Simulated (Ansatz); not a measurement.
A calculation on fcc Yb returned lattice constant a 5.148 Å, bulk modulus 20.0 GPa.

For reference: lattice constant a 5.485 Å (measured, 293 K, no zero-point or thermal correction; as tabulated in Wikipedia's data pages); bulk modulus 16.3 GPa (measured, temperature not stated, not corrected to a static lattice; as tabulated in doi:10.1007/BF02743909 (ytterbium under pressure), abstract).

Task: Which level of theory produced these numbers?
A) r²SCAN+SOC (Ansatz (an electronic-structure program))
B) PBEsol (Ansatz)
C) PBEsol-D3(BJ) (Ansatz)
D) PBEsol+SOC (Ansatz)

Result: A, r²SCAN+SOC (Ansatz)

The others give: PBEsol 5.069 Å, 20.7 GPa; PBEsol-D3(BJ) 4.904 Å, 23.9 GPa; PBEsol+SOC 4.995 Å, 23.3 GPa.

Unless a cell is named, each level is at its own relaxed cell (PBEsol 32.56, PBEsol+SOC 31.17, PBEsol-D3(BJ) 29.49, r²SCAN+SOC 34.11 Å³/atom).

Ansatz's density-functional and Hartree–Fock values are scalar-relativistic unless marked +SOC, with PAW data made under PBE.
